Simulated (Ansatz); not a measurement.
The starting structures come from a database of crystals and need not be the phases stable at ambient conditions.

 Where the default PAW files enter, the runs use the earlier of Ansatz's two default sets.

## Evanescent states of Ba₂MgWO₆ (Fm-3m, not sure to be the ambient phase, 10 atoms a cell, 14.0 Å³ an atom, -9 GPa at this level) along the normal of (111)

All values below come from PBEsol (plane waves, PAW; Ansatz, a first-principles code).

The gap is the functional's own. No spin-orbit coupling. Mid-gap values are interpolated on the energy grid.

Energies count from the valence-band top; κ is the least over a 6×6 mesh across the current.

```tsv
E (eV)	κ (1/Å)	where
0.07	0.157	Γ
0.21	0.226	Γ
0.35	0.250	Γ
0.49	0.270	Γ
0.63	[?]	Γ
0.77	[?]	Γ
0.91	[?]	Γ
1.05	[?]	Γ
1.19	[?]	Γ
1.33	[?]	Γ
1.47	[?]	Γ
1.61	[?]	Γ
1.75	[?]	Γ
1.89	[?]	Γ
2.03	[?]	off Γ
2.17	0.331	off Γ
2.31	0.300	off Γ
2.45	0.257	off Γ
2.59	0.189	off Γ
```

**Question.** Some entries are withheld; supply them.

**Answer.** 
- 0.63, κ (1/Å): 0.287
- 0.77, κ (1/Å): 0.302
- 0.91, κ (1/Å): 0.315
- 1.05, κ (1/Å): 0.327
- 1.19, κ (1/Å): 0.337
- 1.33, κ (1/Å): 0.345
- 1.47, κ (1/Å): 0.353
- 1.61, κ (1/Å): 0.359
- 1.75, κ (1/Å): 0.364
- 1.89, κ (1/Å): 0.369
- 2.03, κ (1/Å): 0.354
